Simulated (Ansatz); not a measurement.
The parent structure is CsPbBr3 in the cubic perovskite structure (space group Pm-3m, No. 221).

```xyz
5
Lattice="6.0028 0.0000 0.0000 0.0000 6.0028 0.0000 0.0000 0.0000 6.0028" Properties=species:S:1:pos:R:3 pbc="T T T"
Cs     0.0000     0.0000     0.0000
Pb     3.0014     3.0014     3.0014
Br     3.0014     0.0000     3.0014
Br     0.0000     3.0014     3.0014
Br     3.0014     3.0014     0.0000
```

Calculations: PBE (Ansatz, a first-principles code), no SOC.

For the base:

| Quantity | Value |
|---|---|
| Hole mass | 0.18 mₑ (at R) |
| Band gap | 1.78 eV |
| Gap character | direct at R |
| Lattice parameter a | 6.003 Å |

One thing is altered: hydrostatic tension (pressure −2 GPa).

Problem. How does this affect the hole mass?

Solution. The hole mass changes from 0.18 mₑ (at R) to 0.27 mₑ (at R).

Problem. What happens to the band gap?

Solution. The band gap goes up by 0.39 eV (1.78 eV → 2.17 eV).

Problem. What happens to the gap character?

Solution. The gap character stays direct at R.

Problem. Estimate the effect on the lattice parameter a.

Solution. The lattice parameter a grows by 0.3206 Å (6.003 Å → 6.323 Å).

With Pb present, leaving out spin-orbit coupling can change the band edges. Load acts through the strain it causes; cell and atoms are relaxed under it. Masses are band curvatures over ±0.01 Å⁻¹ around the edge. No phonon test of stability was made. Many cubic perovskites are stable only at high temperature; tilts and polar distortions were not tested. This is not the structure that CsPbBr3 has at room temperature and ambient pressure.
